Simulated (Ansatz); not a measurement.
**Ru: pressure series**

Base system: Ru in the hcp (Mg type) structure (space group P6_3/mmc, No. 194).

```xyz
2
Lattice="2.7222 0.0000 0.0000 -1.3611 2.3575 0.0000 0.0000 0.0000 4.2908" Properties=species:S:1:pos:R:3 pbc="T T T"
Ru     0.0000     1.5716     3.2181
Ru     1.3611     0.7858     1.0727
```

Cell and atoms are relaxed at each pressure.

Computed with PBE (Ansatz, a program for electronic structure), no SOC.

```json
[
 {"pressure (GPa)": "-2", "volume per atom (Å³/atom)": "13.858"},
 {"pressure (GPa)": "-1", "volume per atom (Å³/atom)": "?"},
 {"pressure (GPa)": "0", "volume per atom (Å³/atom)": "13.768"},
 {"pressure (GPa)": "3", "volume per atom (Å³/atom)": "13.639"},
 {"pressure (GPa)": "7", "volume per atom (Å³/atom)": "13.477"},
 {"pressure (GPa)": "15", "volume per atom (Å³/atom)": "13.184"},
 {"pressure (GPa)": "30", "volume per atom (Å³/atom)": "12.717"},
 {"pressure (GPa)": "75", "volume per atom (Å³/atom)": "11.698"},
 {"pressure (GPa)": "100", "volume per atom (Å³/atom)": "11.279"}
]
```

### Question
Fit the third-order Birch–Murnaghan form P(V) = (3B₀/2)[(V₀/V)^(7/3) − (V₀/V)^(5/3)]·[1 + (3/4)(B₀′ − 4)((V₀/V)^(2/3) − 1)] (squares taken in P) to the rows shown and predict the withheld row.

### Answer
Least squares on the printed values gives V₀ = 13.767 Å³/atom, B₀ = 314 GPa, B₀′ = 4.7; this predicts 13.812 Å³/atom, and the run gives 13.813 Å³/atom, in agreement.

Load acts through the strain it causes; cell and atoms are relaxed under it. Whether these cells are dynamically stable was not tested. No other phases were tried under pressure. The final runs are not spin-polarised.
